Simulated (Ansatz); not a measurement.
The parent structure is TiSi2 (space group Fddd, No. 70; a = 4.760 Å, b = 8.180 Å, c = 8.500 Å). Axes: x, y, z lie along a, b, c of the conventional cell.

Level of theory: Ansatz (a quantum-chemistry and plane-wave program) PBEsol, scalar-relativistic without spin-orbit coupling.

Base values:

Pressure: 0.0 GPa
Volume per atom: 13.79 Å³

Perturbation: biaxial strain −1.39 %, plane normal [001], relaxed out of plane (Cartesian); in-plane vectors clamped, the third vector and the atoms free.

Question: Predict the new energy relative to the base, pressure and volume per atom.

Answer: The energy goes up by 6.0 meV/atom; the pressure (mean of the normal stresses, compression positive) goes from zero to 3.5 GPa; the volume per atom decreases by 0.33 Å³ (13.79 Å³ → 13.46 Å³).

Without a gap, meshes like the base's 13×13×13 leave anisotropic stresses uncertain by several tenths of a GPa, and small strain energies with them. Whether these cells are dynamically stable was not tested. All final runs are without spin polarisation.
